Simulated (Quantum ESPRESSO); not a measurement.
How a calculation on TiSi2 (Cmcm, 6 atoms in the cell) responds to its settings

```
CELL_PARAMETERS angstrom
      1.78682    -6.84242     0.00000
      1.78682     6.84242     0.00000
      0.00000     0.00000     3.60902
ATOMIC_POSITIONS crystal
  Ti 0.89688 0.10312 0.75000
  Ti 0.10312 0.89688 0.25000
  Si 0.55825 0.44175 0.75000
  Si 0.44175 0.55825 0.25000
  Si 0.24969 0.75031 0.75000
  Si 0.75031 0.24969 0.25000
```

Base run A: PBE, PseudoDojo stringent norm-conserving (PBE) pseudopotentials (Quantum ESPRESSO), self-consistent single point.

Its settings: ecutwfc = 85 Ry; occupations = smearing; smearing = mp; degauss = 0.0036749 Ry; potentials = {Ti: Ti.upf, Si: Si.upf}; K_POINTS = automatic 5 5 5 0 0 0; conv_thr = 1e-10 Ry; mixing_beta = 0.7.

The starting cell comes from a database of computed structures (which also holds hypothetical and non-ambient phases and stackings), without a prior relaxation at this level. Its lattice was rescaled by a random factor within 2.5 % of one. Spin polarisation is off. In the base run, with a pressure of about -3 GPa the cell is away from its equilibrium volume at this level. Without a gap this mesh is coarse (it stands for a supercell whose shortest vector is 18 Å).

ΔF is the free energy per atom less that of run A. 

```tsv
run	degauss	ΔF (meV/atom)	pressure (GPa)	largest force (eV/Å)	TS (meV/atom)
A	0.0036749 Ry	0.00	-3.05	0.091	0.0
B	0.000146997 Ry	0.03	-3.05	0.091	0.0
C	0.000734986 Ry	0.02	-3.05	0.091	0.0
D	0.0018375 Ry	0.00	-3.05	0.091	0.0
E	0.0073499 Ry	0.05	-3.05	0.087	-0.2
F	0.011025 Ry	0.18	-3.07	0.083	-0.5
G	0.0147 Ry	0.40	-3.08	0.083	-1.0
H	0.02205 Ry	1.04	-3.11	0.084	-2.3
I	0.036749 Ry	2.9	-3.15	0.091	-5.5
J	0.058799 Ry	8.0	-3.28	0.131	-20.4
```

Run F against A: The free energy stays essentially unchanged (within 1 meV/atom), the pressure hardly changes (-3.05 to -3.07 GPa) and the largest force goes from 0.091 to 0.083 eV/Å.

Run E against A: The free energy stays essentially unchanged (within 1 meV/atom), the pressure stays at -3.05 GPa and the largest force goes from 0.091 to 0.087 eV/Å.

Run H against A: The free energy rises by 1.0 meV/atom, the pressure hardly changes (-3.05 to -3.11 GPa) and the largest force goes from 0.091 to 0.084 eV/Å.
